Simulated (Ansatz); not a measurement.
# What biaxial strain +0.50 %, plane normal [001], relaxed out of plane does to Cd

Consider Cd in the hcp (Mg type) structure (space group P6_3/mmc, No. 194; a = 3.029 Å, c = 5.759 Å; relaxed with 0.1 eV smearing). Axes: x lies along a and z along c of the hexagonal cell.

Now apply this change: tensile biaxial strain of 0.50 % in the plane normal to [001], as in epitaxy on a mismatched substrate; the out-of-plane cell vector and the atoms relax.

Calculations: PBE/PAW in Ansatz (an electronic-structure program), no spin-orbit coupling. Settings: 22×22×10 k-points, 0.1 eV Fermi–Dirac smearing.

The volume per atom increases by 0.047 Å³ to 22.93 Å³ and the shortest interatomic distance goes up by 0.0151 Å, from 3.029 Å to 3.045 Å. The pressure (mean of the normal stresses, compression positive) goes from zero to -0.2 GPa and the band gap stays zero. The out-of-plane strain amounts to -0.79 % and the mean in-plane stress (compression positive) amounts to -0.3 GPa.

Whether these cells are dynamically stable was not tested.
